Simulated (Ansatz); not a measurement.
## Response to strain in AlRu

Take AlRu in the CsCl type structure (space group Pm-3m, No. 221; relaxed with 0.1 eV smearing) as the base.

```yaml
crystal:
  lattice:
    - [2.95452, 0.00000, 0.00000]
    - [0.00000, 2.95452, 0.00000]
    - [0.00000, 0.00000, 2.95452]
  atoms:
    - { symbol: Al, position: [0.50000, 0.50000, 0.50000] }
    - { symbol: Ru, position: [0.00000, 0.00000, 0.00000] }
```

Cartesian axes are those of the cell as printed.

Strains are applied to the cell and any free atomic positions relax; under biaxial strain the out-of-plane vector relaxes too.

Calculations: plane-wave PAW DFT at the LDA level (Ansatz, a program for electronic structure, 420 eV), no spin-orbit coupling.

Notes on the quantities. in-plane stress: mean in-plane stress (compression positive).

| variant | out-of-plane strain | in-plane stress |
|---|---|---|
| biaxial strain −2.50 %, plane normal [111], relaxed out of plane | +1.91 % | +12.4 GPa |
| biaxial strain −1.67 %, plane normal [111], relaxed out of plane | +1.21 % | +8.1 GPa |
| biaxial strain −0.83 %, plane normal [111], relaxed out of plane | +0.57 % | +3.9 GPa |
| biaxial strain −0.42 %, plane normal [111], relaxed out of plane | +0.28 % | +2.0 GPa |
| biaxial strain +0.42 %, plane normal [111], relaxed out of plane | -0.27 % | -1.9 GPa |
| biaxial strain +0.83 %, plane normal [111], relaxed out of plane | -0.52 % | -3.7 GPa |
| biaxial strain +1.25 %, plane normal [111], relaxed out of plane | -0.77 % | -5.6 GPa |
| biaxial strain +2.08 %, plane normal [111], relaxed out of plane | -1.23 % | -9.0 GPa |
| biaxial strain +2.50 %, plane normal [111], relaxed out of plane | ? | ? |

What belongs in the blanks?


- biaxial strain +2.50 %, plane normal [111], relaxed out of plane, out-of-plane strain: -1.45 %
- biaxial strain +2.50 %, plane normal [111], relaxed out of plane, in-plane stress: -10.7 GPa

No phonon test of stability was made. All final runs are without spin polarisation.
